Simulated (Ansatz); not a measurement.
## PbSe: uniaxial strain ε_xx = +1.42 %

Take PbSe in the rock salt structure (space group Fm-3m, No. 225; a = 6.178 Å) as the base. Axes: x, y, z lie along the cube axes.

It is then changed as follows: uniaxial strain ε_xx = +1.42 %, all other strain components held at zero, atoms relaxed at fixed cell.

Level of theory: r2SCAN in Ansatz (plane waves to 500 eV, PAW, no spin-orbit coupling). k-mesh 9×9×9 (Γ-centred); smearing 0.05 eV (Fermi–Dirac).

The volume per atom goes up by 0.42 Å³, from 29.47 Å³ to 29.89 Å³ and the space group becomes I4/mmm (No. 139) (base: Fm-3m (No. 225)). The energy grows by 2.2 meV/atom and the pressure (mean of the normal stresses, compression positive) goes from zero to -0.68 GPa. The band gap increases by 0.04 eV to 0.70 eV and the gap character comes out as direct at N. The valley order (the lowest conduction-band minima on the path, energy above the VBM, named in the base's zone) becomes L along [111] 0.70 eV; a point along [011], about 0.6 Å⁻¹ from Γ 1.50 eV; a point along [100], about 0.4 Å⁻¹ from Γ 2.18 eV (base: L along ⟨111⟩ 0.66 eV; a point along ⟨110⟩, about 0.6 Å⁻¹ from Γ 1.46 eV) and the stress (xx, yy, zz, yz, xz, xy; compression positive) is (-1.65, -0.19, -0.19, 0.00, 0.00, 0.00) GPa.

Cost of the whole job for the changed cell (relaxation, final SCF and bands): roughly 40 core-seconds.

With Pb present, leaving out spin-orbit coupling can change the band edges. Stability against distortions was not tested. k-point labels follow each cell's own Brillouin zone.

Ansatz is an electronic-structure program.
